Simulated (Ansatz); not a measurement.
The starting structures come from a database of crystals and need not be the phases stable at ambient conditions.

**Evanescent states of CsLiCl2 (P4/nmm, not sure to be the ambient phase, 8 atoms a cell, 28.4 Å³ an atom) along the normal of (110)**

Computed with r2SCAN (plane waves, PAW; Ansatz, a quantum-chemistry and plane-wave program).

No gap correction and no spin-orbit coupling; mid-gap values are interpolated between computed energies.

Energies count from the valence-band top; κ is the least over a 6×4 mesh across the current.

| E (eV) | κ (1/Å) | where |
|---|---|---|
| 0.14 | 0.122 | Γ |
| 0.41 | 0.203 | Γ |
| 0.68 | 0.254 | Γ |
| 0.94 | 0.291 | Γ |
| 1.22 | 0.319 | Γ |
| 1.49 | 0.342 | Γ |
| 1.75 | 0.360 | Γ |
| 2.02 | 0.368 | Γ |
| 2.29 | 0.373 | Γ |
| 2.56 | 0.374 | Γ |
| 2.83 | 0.374 | Γ |
| 3.10 | 0.371 | Γ |
| 3.38 | 0.366 | Γ |
| 3.65 | 0.359 | Γ |
| 3.92 | 0.349 | Γ |
| 4.18 | 0.337 | Γ |
| 4.46 | 0.321 | Γ |
| 4.72 | 0.301 | Γ |
| 5.00 | 0.275 | Γ |
| 5.26 | 0.241 | Γ |
| 5.54 | 0.193 | Γ |
| 5.80 | 0.110 | Γ |

### Question
How thick must the barrier be to attenuate the transmission by 10^6 when the electrodes' Fermi level lies at 0.14 eV, and what attenuation does that film give at 4.72 eV?

### Answer
d = 6 ln 10 / (2 × 0.122) = 56.6 Å. At 4.72 eV it gives 6 × 0.301/0.122 = 14.8 decades.
